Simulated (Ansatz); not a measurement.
Take MoSi$_{2}$ (space group I4/mmm, No. 139; relaxed with 0.1 eV smearing) as the base.

```xyz
3
Lattice="-1.6084 1.6084 3.9373 1.6084 -1.6084 3.9373 1.6084 1.6084 -3.9373" Properties=species:S:1:pos:R:3 pbc="T T T"
Si     0.0000     0.0000     5.2360
Si     0.0000     0.0000     2.6386
Mo     0.0000     0.0000     0.0000
```

Cartesian axes are those of the cell as printed.

Calculations: Ansatz (an electronic-structure program), PBE, PAW, cutoff 420 eV, scalar-relativistic without spin-orbit coupling.

Now apply this change: the cell is stretched by 3.00 % along z with no lateral relaxation; the atoms relax in the strained cell.

**Question.** Predict the stress tensor and what it implies for the stiffness.

**Answer.** Stress of the strained cell less that of the base (GPa, compression positive):
```
   -2.4     0.0     0.0
    0.0    -2.4     0.0
    0.0     0.0   -12.7
```

Then −Δσ_ii/ε with ε = 0.0300 gives secant stiffness values (nonlinear terms included at this strain): C33 ≈ 422 GPa, C13 ≈ 81 GPa and C23 ≈ 81 GPa.

As a check, the harmonic strain energy −½ V₀ Δσ:ε is 16 meV/atom; the computed energy rise is 17 meV/atom.

Stability against distortions was not tested. The final runs are not spin-polarised.
